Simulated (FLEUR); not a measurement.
Worked example: self-consistent single point of Ag (Fm-3m, 1 atom in the cell) in FLEUR.

Computed with PBE, all-electron FLAPW (FLEUR), scalar-relativistic valence.

```
Ag
1.0
    0.00000     2.05523     2.05523
    2.05523     0.00000     2.05523
    2.05523     2.05523     0.00000
Ag
1
Direct
  0.00000   0.00000   0.00000
```

Reference input (self-consistent single point, DFT, PBE, all-electron FLAPW (FLEUR), scalar-relativistic valence): Kmax = 4.5 1/bohr; GmaxXC = 22.5 1/bohr; xcFunctional = pbe; jspins = 1; l_soc = F; mode = hist; fermiSmearingEnergy = 0.00367493 Htr; mesh (inpgen div1-3) = 5 5 5; inpgen gamma flag = false; Gmax = 22.5 1/bohr; numbands = 0; maxIterBroyd = 25. This run's input differs from it in these lines:

```diff
@@ -51,3 +51,3 @@
          <mtSphere radius="2.54" gridPoints="839" logIncrement="0.015"/>
-         <atomicCutoffs lmax="10" lnonsphr="8"/>
+         <atomicCutoffs lmax="4" lnonsphr="4"/>
          <electronConfig flipSpins="F">
```

Output, abridged:

```
      Welcome to FLEUR        (www.flapw.de)
      MaX-Release 8.1          (www.max-centre.eu)

 ========== k-point set info ==========
 Selected k-point list: default-1
 k-point list type: mesh
 5 x 5 x 5
 Number of k points: 10

 ------------Calculation Setup---------------------------
           1           2           5          10
 Number of basis functions:          221
************FLEUR-Warning*****************
Error message: Too low eigenvalue detected
Error occurred in subroutine: fermi
Hint: If the lowest eigenvalue is more than 1Htr below the lowest energy parameter, you probably have picked up a ghoststate
Error from PE:0/1
Warnings not ignored. To make the warning nonfatal create a file 'JUDFT_WARN_ONLY' in the working directory or start FLEUR with the -warn_only command line option.
```

The program stopped with an error. 

The starting cell has typed, rounded lattice constants, without a prior relaxation at this level. Its lattice was rescaled by up to half a per cent. Values depend on the basis (sphere radii, cutoffs, local orbitals), which need not be converged.
